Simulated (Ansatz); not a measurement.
**What isotropic strain +2.04 % does to Ta**

Start from Ta in the bcc (W type) structure (space group Im-3m, No. 229; a = 3.282 Å; relaxed with 0.1 eV smearing).

Perturbation: the cell is scaled by 1.0204 in all directions; the atoms relax in the strained cell.

Calculations: Kohn–Sham DFT with the PBEsol functional, run in Ansatz (a first-principles code) with PAW and 420 eV plane waves, no spin-orbit coupling, earlier PAW set. Settings: 28×28×28 k-points, 0.1 eV Fermi–Dirac smearing.

```tsv
quantity	base	changed	shift
volume per atom	17.68 Å³	18.79 Å³	+1.104 Å³
space group	Im-3m (No. 229)	Im-3m (No. 229)	–
shortest interatomic distance	2.843 Å	2.901 Å	+0.058 Å
energy relative to the base (free energy F)	0 meV/atom	+40 meV/atom	+40 meV/atom
band gap	zero	zero	–
```

Cost of the whole job for the changed cell (relaxation, final SCF and bands): about 8 core-seconds (a rough figure).

No phonon test of stability was made. The final runs are not spin-polarised.
